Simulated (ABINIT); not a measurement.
Worked example: self-consistent single point of Ru (P6_3/mmc, 2 atoms in the cell) in ABINIT.

Method of the run: PBE, norm-conserving pseudopotentials (PseudoDojo nc-sr-05 PBE standard) (plane waves; ABINIT 10.0.3).

The change in words: lattice scaled by 0.98. Reference geometry:
```
Ru
1.0
    1.35500    -2.34693     0.00000
    1.35500     2.34693     0.00000
    0.00000     0.00000     4.28000
Ru
2
Direct
  0.33333   0.66667   0.25000
  0.66667   0.33333   0.75000
```

Reference input (self-consistent single point, DFT, PBE, plane waves, norm-conserving pseudopotentials (PseudoDojo nc-sr-05 PBE standard)): pseudos = [Ru.upf]; ecut = 42 Ha; ixc = 11; occopt = 3; tsmear = 0.136 eV; ngkpt = 9 9 5; nshiftk = 1; shiftk = 0 0 0; potentials = PseudoDojo nc-sr-05 PBE standard; nband = 22; kptopt = 1; nstep = 100. This run's input differs from it in these lines:

```diff
@@ -3,3 +3,3 @@
 pseudos "Ru.upf"
-acell 2.7099999975 2.7099999975 4.2800000000 Angstrom
+acell 2.6557998456 2.6557998456 4.1944000000 Angstrom
 rprim
@@ -13,4 +13,4 @@
 xcart
-         2.5605788965    1.4783509152    2.0220069533
-         2.5605788965   -1.4783509152    6.0660208600
+         2.5093671750    1.4487838140    1.9815668143
+         2.5093671750   -1.4487838140    5.9447004428
 ecut 42
```

Output (repeated stretches shortened):

```
--- !BeginCycle
solver: {iscf: 7, nstep: 100, nline: 4, wfoptalg: 0, }
tolerances: {tolvrs: 1.00E-10, }
...

     iter   Etot(hartree)      deltaE(h)  residm     vres2
 ETOT  1  -202.01879987519    -2.020E+02 2.609E-01 1.777E+02
 ETOT  2  -202.13067825766    -1.119E-01 2.922E-02 9.784E+01
 ETOT  3  -202.15991811206    -2.924E-02 5.919E-03 9.580E-03
 ETOT  4  -202.15993769083    -1.958E-05 3.804E-03 4.344E-04
 ETOT  5  -202.15993781062    -1.198E-07 8.803E-04 3.732E-06
 ETOT  6  -202.15993781180    -1.172E-09 3.788E-04 2.179E-07
 ETOT  7  -202.15993781187    -7.660E-11 4.364E-04 4.570E-10
 ETOT  8  -202.15993781187     4.263E-13 4.284E-04 4.167E-12
 At SCF step    8       vres2   =  4.17E-12 < tolvrs=  1.00E-10 =>converged.

 Cartesian components of stress tensor (hartree/bohr^3)
  sigma(1 1)= -9.17556349E-04  sigma(3 2)=  0.00000000E+00
  sigma(2 2)= -9.17556351E-04  sigma(3 1)=  0.00000000E+00
  sigma(3 3)= -9.61456211E-04  sigma(2 1)=  0.00000000E+00

 ----iterations are completed or convergence reached----

 reduced coordinates (array xred) for    2 atoms
       0.333333331147      0.666666664480      0.249999997813
       0.666666664480      0.333333331147      0.749999997813
 cartesian forces (eV/Angstrom) at end:
    1      0.00000000000000    -0.00000000000000    -0.00000000000000
    2     -0.00000000000000     0.00000000000000    -0.00000000000000
 frms,max,avg= 2.8251036E-24 4.2376554E-24   0.000E+00  0.000E+00  0.000E+00 e/A
   [... lines left out ...]
 Fermi (or HOMO) energy (hartree) =   0.70482   Average Vxc (hartree)=  -0.54879
 Fermi (or HOMO) energy (eV) =  19.17901   Average Vxc (eV)= -14.93326
   [... lines left out ...]
total_energy        : -2.02159937811872E+02
total_energy_eV     : -5.50105166891258E+03
band_energy         : -9.31983811942465E+00
...

-Cartesian components of stress tensor (GPa)         [Pressure=  2.7426E+01 GPa]
- sigma(1 1)= -2.69954353E+01  sigma(3 2)=  0.00000000E+00
- sigma(2 2)= -2.69954353E+01  sigma(3 1)=  0.00000000E+00
- sigma(3 3)= -2.82870136E+01  sigma(2 1)=  0.00000000E+00

 Calculation completed.
```

The run converged in 8 iterations. Against the reference run the free energy rises by 76.1 meV/atom and the pressure goes from 4.20 to 27.43 GPa.

The starting cell has typed, rounded lattice constants, without a prior relaxation at this level. For this run, on top of that: lattice scaled by 0.98. Spin polarisation is off. With a pressure of about 27 GPa the cell is away from its equilibrium volume at this level.

Cost on one core of a shared machine: roughly 40 s.
